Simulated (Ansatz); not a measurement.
Start from BaHfO3 in the cubic perovskite structure (space group Pm-3m, No. 221; a = 4.1575 Å). Axes: x, y, z lie along the cube axes.

Calculations: PBEsol (Ansatz, a quantum-chemistry and plane-wave program; PAW; 420 eV plane waves; no spin-orbit coupling).

Strains are applied to the cell and any free atomic positions relax; under biaxial strain the out-of-plane vector relaxes too.

One change was made to it. Results:

```json
[
 {"quantity": "energy relative to the base (free energy F)", "base": "0 meV/atom", "after": "+4.8 meV/atom"},
 {"quantity": "pressure (mean of the normal stresses, compression positive)", "base": "0.00 GPa", "after": "-2.88 GPa"},
 {"quantity": "shortest interatomic distance", "base": "2.079 Å", "after": "2.067 Å"},
 {"quantity": "smallest direct gap", "base": "3.67 eV", "after": "3.57 eV"}
]
```

**Question.** Name the change that was made.
A. biaxial strain +0.60 %, plane normal [001], relaxed out of plane
B. biaxial strain +2.40 %, plane normal [001], relaxed out of plane
C. biaxial strain +1.20 %, plane normal [001], relaxed out of plane
D. biaxial strain +3.00 %, plane normal [001], relaxed out of plane
E. biaxial strain +1.80 %, plane normal [001], relaxed out of plane

**Answer.** C, biaxial strain +1.20 %, plane normal [001], relaxed out of plane. For comparison, the energy relative to the base in the other runs: biaxial strain +1.80 %, plane normal [001], relaxed out of plane gives +11 meV/atom; biaxial strain +0.60 %, plane normal [001], relaxed out of plane gives +1.2 meV/atom; biaxial strain +3.00 %, plane normal [001], relaxed out of plane gives +28 meV/atom; biaxial strain +2.40 %, plane normal [001], relaxed out of plane gives +18 meV/atom.

Spin-orbit coupling, missing from the scalar runs, can matter with Hf. Stability against distortions was not tested.
